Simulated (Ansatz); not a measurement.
The starting structures come from a database of crystals and need not be the phases stable at ambient conditions.

 Where the default PAW files enter, the runs use the earlier of Ansatz's two default sets.

Data:

```
CELL_PARAMETERS angstrom
      5.94470     0.00000     0.00000
      2.97235     6.77832     0.00000
      2.97235     0.00000     2.97235
ATOMIC_POSITIONS crystal
  Ba 0.64717 0.70566 0.00000
  Ba 0.35283 0.29434 0.00000
  Zr 0.00000 0.00000 0.00000
  O  0.84362 0.31276 0.00000
  O  0.15638 0.68724 0.00000
  O  0.50000 0.00000 0.50000
  O  0.00000 0.00000 0.50000
```

Space group of this cell: I4/mmm. The cell is taken as given; by PBEsol its mean pressure is -3.4 GPa.

Transport runs along the normal of the first two printed cell vectors, the (110) plane of the conventional cell.

The gap is the functional's own. No spin-orbit coupling. Mid-gap values are interpolated on the energy grid.

Task: Give the band gap and the smallest decay constant κ at mid-gap that PBEsol (Ansatz, a program for electronic structure) yields.

Result: Gap 3.07 eV on a 10×10×10 mesh; κ = 0.293 1/Å, at the zone centre.
